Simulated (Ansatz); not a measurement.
The reference is BiAs in the zinc blende structure (space group F-43m, No. 216; a = 6.704 Å; a hypothetical phase, not in the database extracts checked).

(Cell as relaxed with PBE.)

Levels (all Ansatz, a program for electronic structure, PAW): PBE (420 eV, scalar-relativistic without spin-orbit coupling); r2SCAN (500 eV, scalar-relativistic without spin-orbit coupling).

Each level relaxes its own structure.

| base | PBE | r2SCAN |
|---|---|---|
| volume per atom | 37.67 Å³ | 36.81 Å³ |
| lattice parameter a | 670.4 pm | 665.3 pm |
| band gap | zero | zero |

The change: N takes the place of Bi on all its sites, then cell and atoms are relaxed.

```json
[
 {"quantity": "volume per atom", "PBE": "15.58 Å³", "r2SCAN": "15.24 Å³"},
 {"quantity": "band gap", "PBE": "zero", "r2SCAN": "zero"}
]
```

PBE's volume per atom lies 0.332 Å³ above r2SCAN's (2.2 %); the two agree on the band gap. Neither level is exact; r2SCAN is the comparison here, not a measurement.

No phonon test of stability was made. As relaxed here, AsN is a hypothetical phase, not in the database extracts checked. The final runs are not spin-polarised.
